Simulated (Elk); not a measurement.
A self-consistent single point of Ti₆PtAu (Pm-3, 8 atoms in the cell) with Elk.

Level of theory: PBEsol, all-electron FP-LAPW, Elk's shipped species files, APW+lo basis with extra local orbitals in Elk.

```xyz
8
Lattice="5.0561 0.0000 0.0000 0.0000 5.0561 0.0000 0.0000 0.0000 5.0561" Properties=species:S:1:pos:R:3 pbc="T T T"
Ti     0.0000     2.5281     3.8101
Ti     0.0000     2.5281     1.2461
Ti     3.8101     0.0000     2.5281
Ti     1.2461     0.0000     2.5281
Ti     2.5281     3.8101     0.0000
Ti     2.5281     1.2461     0.0000
Pt     0.0000     0.0000     0.0000
Au     2.5281     2.5281     2.5281
```

Reference input (self-consistent single point, DFT, LDA (PW92), all-electron FP-LAPW, Elk's shipped species files, APW+lo basis with extra local orbitals): rgkmax = 8; stype = 0; swidth = 0.00499791 Ha; ngridk = 5 5 5; tforce = true; gmaxvr = 18 1/bohr; lmaxapw = 10; lmaxo = 8; nxlo = 2; lorbcnd = true; lradstp = 2; nrmtscf = 2. This run's input differs from it in these lines:

```diff
@@ -2,2 +2,5 @@
   0
+
+xctype
+  22
```

Output (repeated stretches shortened):

```
│ Self-consistent loop started │
│ Loop number : 1 │
 total energy                :     -42481.5406675
│ Loop number : 2 │
 total energy                :     -42490.8082186
RMS change in Kohn-Sham potential (target) :   0.3774662042     (  0.1000000000E-05)
Absolute change in total energy (target)   :    9.267551111     (  0.1000000000E-03)
│ Loop number : 3 │
 total energy                :     -42502.4223230
RMS change in Kohn-Sham potential (target) :   0.3484011642     (  0.1000000000E-05)
Absolute change in total energy (target)   :    13.93099217     (  0.1000000000E-03)
│ Loop number : 4 │
   [... lines left out ...]
Absolute change in total energy (target)   :   0.1473053409E-02 (  0.1000000000E-03)
│ Loop number : 17 │
 total energy                :     -42601.6982193
RMS change in Kohn-Sham potential (target) :   0.3950326956E-06 (  0.1000000000E-05)
Absolute change in total energy (target)   :   0.4176069706E-03 (  0.1000000000E-03)
│ Loop number : 18 │
 total energy                :     -42601.6982928
RMS change in Kohn-Sham potential (target) :   0.1707453018E-06 (  0.1000000000E-05)
Absolute change in total energy (target)   :   0.3085867502E-04 (  0.1000000000E-03)
Convergence targets achieved

│ Loop number : 19 │

Energies :
 Fermi                       :     0.369101072204
 total energy                :     -42601.6983052

Density of states at Fermi energy :    280.4900267
 (states/Hartree/unit cell)

Estimated indirect band gap :   0.1881589095E-02
 from k-point     10 to k-point     10
Estimated direct band gap   :   0.1881589095E-02
 at k-point     10

Charges :
 core                        :    156.0000000
 valence                     :    133.0000000
 interstitial                :    14.31152268
 muffin-tins (core leakage)
  species :    1 (Ti)
   atom    1                 :    19.99105004     (  0.5350363708E-08)
   atom    2                 :    19.99105004     (  0.5350363708E-08)
   atom    3                 :    19.99105004     (  0.5350363708E-08)
   [... lines left out ...]
   total force               :     0.00000000    0.00000000    0.00000000
   total magnitude           :     0.00000000
 species :    3 (Au)
  atom :    1
   Hellmann-Feynman          :     0.00000000    0.00000000    0.00000000
   IBS                       :     0.00000000    0.00000000    0.00000000
   total force               :     0.00000000    0.00000000    0.00000000
   total magnitude           :     0.00000000
```

The run converged in 19 iterations. The count includes the last loop, which Elk runs after its targets are met. 

The starting cell comes from a database of computed structures (which also holds hypothetical and non-ambient phases and stackings), without a prior relaxation at this level. Spin-orbit coupling is off. Spin polarisation is off. Values depend on the basis (sphere radii, cutoffs, local orbitals), which need not be converged. The log's line on a gap gives a spacing of levels on this mesh, which the program prints for metals too.

Cost on one core of a shared machine: roughly 5 min.
